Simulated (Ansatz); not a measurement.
The reference is AlRu in the CsCl type structure (space group Pm-3m, No. 221; a = 2.955 Å; relaxed with 0.1 eV smearing). Axes: x, y, z lie along the cube axes.

Level of theory: LDA, PAW, 420 eV (Ansatz, a first-principles code; no spin-orbit coupling).

Strains are applied to the cell and any free atomic positions relax; under biaxial strain the out-of-plane vector relaxes too.

One change was made to it. Results:

| quantity | base | after |
|---|---|---|
| energy relative to the base (free energy F) | 0 meV/atom | +10 meV/atom |
| pressure (mean of the normal stresses, compression positive) | 0.0 GPa | -4.9 GPa |

Q: Which change produced these results?
(A) biaxial strain +1.67 %, plane normal [111], relaxed out of plane
(B) biaxial strain −0.83 %, plane normal [111], relaxed out of plane
(C) biaxial strain +1.25 %, plane normal [111], relaxed out of plane

A: A, biaxial strain +1.67 %, plane normal [111], relaxed out of plane. For comparison, the energy relative to the base in the other runs: biaxial strain +1.25 %, plane normal [111], relaxed out of plane gives +5.7 meV/atom; biaxial strain −0.83 %, plane normal [111], relaxed out of plane gives +2.6 meV/atom.

Whether these cells are dynamically stable was not tested. All final runs are without spin polarisation.
